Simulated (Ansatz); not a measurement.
**SnO, thickness series**

Base system: SnO in the litharge type structure (space group P4/nmm, No. 129; a = 3.7934 Å, c = 4.7643 Å; layered, stacked along the Cartesian z axis).

Free-standing slabs (4 atom(s) a layer) normal to the stacking axis with 15 Å of vacuum; in-plane cell relaxed.

Level of theory: Kohn–Sham DFT with the r2SCAN+rVV10 functional, run in Ansatz (an electronic-structure program) with PAW and 500 eV plane waves, spin-orbit coupling left out.

Notes on the quantities. excess energy per area of both faces: slab less bulk energy over the cell's area: twice a surface energy; uncertain by up to 0.1 J/m².

| change | in-plane lattice parameter a | band gap | excess energy per area of both faces | gap character | thickness between the outermost nuclei |
|---|---|---|---|---|---|
| base | 3.793 Å | zero | – | – | – |
| 1 layer | 3.755 Å | 3.42 eV | 0.50 J/m² | indirect, k = (0.222, 0.222, 0) in the run's primitive reciprocal basis → M–Γ (27 % along) | 2.35 Å |
| 2 layers | (withheld) | (withheld) | 0.5 J/m² | (withheld) | (withheld) |
| 3 layers | 3.781 Å | 0.55 eV | 0.5 J/m² | indirect, Γ → M | 11.90 Å |

Some entries are withheld; estimate them.


- 2 layers, in-plane lattice parameter a: 3.774 Å
- 2 layers, band gap: 1.15 eV
- 2 layers, gap character: indirect, k = (0, 0.111, 0) in the run's primitive reciprocal basis → M
- 2 layers, thickness between the outermost nuclei: 7.13 Å

The excess energy carries the mismatch between the slab's and the bulk's meshes. No phonon test of stability was made. All final runs are without spin polarisation. The zero or small gap of SnO can change with the level of theory.
